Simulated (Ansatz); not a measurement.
## CdTe: response to strain

Consider CdTe in the zinc blende structure (space group F-43m, No. 216).

```xyz
2
Lattice="0.0000 3.3090 3.3090 3.3090 0.0000 3.3090 3.3090 3.3090 0.0000" Properties=species:S:1:pos:R:3 pbc="T T T"
Cd     0.0000     0.0000     0.0000
Te     1.6545     1.6545     1.6545
```

Strains are applied to the cell and any free atomic positions relax.

Computed with PBE, PAW, 420 eV (Ansatz, an electronic-structure program; no spin-orbit coupling).

Before the change:

The band gap is 0.59 eV.

### Question
The aim is a band gap between 0.31 eV and 0.35 eV. Which of these changes reaches it?
(A) isotropic strain +0.50 %
(B) isotropic strain −0.50 %
(C) isotropic strain +3.00 %
(D) isotropic strain −2.00 %

### Answer
C, isotropic strain +3.00 %. It gives 0.33 eV; isotropic strain −0.50 % gives 0.63 eV; isotropic strain −2.00 % gives 0.77 eV; isotropic strain +0.50 % gives 0.54 eV. Changes not listed may reach it too

Spin-orbit coupling, missing from the scalar runs, can matter with Te. Whether these cells are dynamically stable was not tested.
